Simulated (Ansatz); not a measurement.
We consider Be3PN (model structure, started from the Mg3SbN type, Pm-3m, No. 221, 5 atoms in the cell), described by G0W0@PBEsol+SOC in Ansatz (plane waves, hard PAW, contour deformation, complete-basis limit, spin–orbit shift from PBEsol).

Numerical settings: largest k mesh 8×8×8 (not extrapolated in the mesh).

Cell (relaxed with PBEsol):

```
CELL_PARAMETERS angstrom
      3.51845     0.00000     0.00000
      0.00000     3.51845     0.00000
      0.00000     0.00000     3.51845
ATOMIC_POSITIONS crystal
  Be 0.00000 0.50000 0.50000
  Be 0.50000 0.00000 0.50000
  Be 0.50000 0.50000 0.00000
  P  0.00000 0.00000 0.00000
  N  0.50000 0.50000 0.50000
```

Q: Predict the band gap.

A: 
* **band gap**: 1.59 eV

Note: spin–orbit coupling enters as the shift of the gap found with a semilocal functional; the relaxation could raise the start's symmetry but not lower it, so the cell can be a saddle point.

The result took about 90 core-minutes (a rough figure).

A model structure was made by putting elements into a prototype or built by hand; it is no filed structure, need not be a known phase, and can be a saddle point held by its symmetry.

Ansatz is a first-principles code.
